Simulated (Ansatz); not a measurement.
# InAs: response to strain

The reference is InAs in the zinc blende structure (space group F-43m, No. 216).

```yaml
crystal:
  lattice:
    - [0.00000, 3.05455, 3.05455]
    - [3.05455, 0.00000, 3.05455]
    - [3.05455, 3.05455, 0.00000]
  atoms:
    - { symbol: As, position: [0.75000, 0.75000, 0.75000] }
    - { symbol: In, position: [0.00000, 0.00000, 0.00000] }
```

Cartesian axes are those of the cell as printed.

Strains are applied to the cell and any free atomic positions relax; under stress the whole cell relaxes.

Level of theory: r2SCAN (Ansatz, an electronic-structure program, PAW, scalar-relativistic without spin-orbit coupling).

Candidates:
(a) uniaxial strain ε_zz = −5.58 %
(b) isotropic strain +3.93 %
(c) uniaxial stress, 1 GPa compression along z
(d) isotropic strain +5.24 %

Notes on the quantities. energy relative to the base: free energy F.

Task: Order them by energy relative to the base, highest first.

Result: (d) isotropic strain +5.24 % (+104 meV/atom), (b) isotropic strain +3.93 % (+61 meV/atom), (a) uniaxial strain ε_zz = −5.58 % (+24 meV/atom), (c) uniaxial stress, 1 GPa compression along z (+1.9 meV/atom)

Stability under load was not tested beyond the relaxation. All final runs are without spin polarisation.
